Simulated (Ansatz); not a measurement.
## Nb under a change: tensor shear ε_xy = −3.44 %

Start from Nb in the bcc (W type) structure (space group Im-3m, No. 229; a = 3.2713 Å). Axes: x, y, z lie along the cube axes.

It is then changed as follows: a pure shear with ε_xy = ε_yx = -0.0344; the atoms relax in the strained cell.

Level of theory: Kohn–Sham DFT with the PBEsol functional, run in Ansatz (a quantum-chemistry and plane-wave program) with PAW and 420 eV plane waves, scalar-relativistic without spin-orbit coupling. k-mesh 20×20×20 (Γ-centred); smearing 0.05 eV (Fermi–Dirac).

The space group becomes Fmmm (No. 69) (base: Im-3m (No. 229)) and the energy grows by 4.0 meV/atom. The pressure (mean of the normal stresses, compression positive) goes from zero to 0.4 GPa and the band gap remains zero. The stress (xx, yy, zz, yz, xz, xy; compression positive) amounts to (0.3, 0.3, 0.7, 0.0, 0.0, 1.1) GPa (rough).

Final structure:

```yaml
crystal:
  lattice:
    - [-1.69190, 1.69190, 1.63563]
    - [1.69190, -1.69190, 1.63563]
    - [1.57937, 1.57937, -1.63563]
  atoms:
    - { symbol: Nb, position: [0.00000, 0.00000, 0.00000] }
```

Without a gap, meshes like the base's 20×20×20 leave anisotropic stresses uncertain by several tenths of a GPa, and small strain energies with them. Stability against distortions was not tested. The final runs are not spin-polarised.
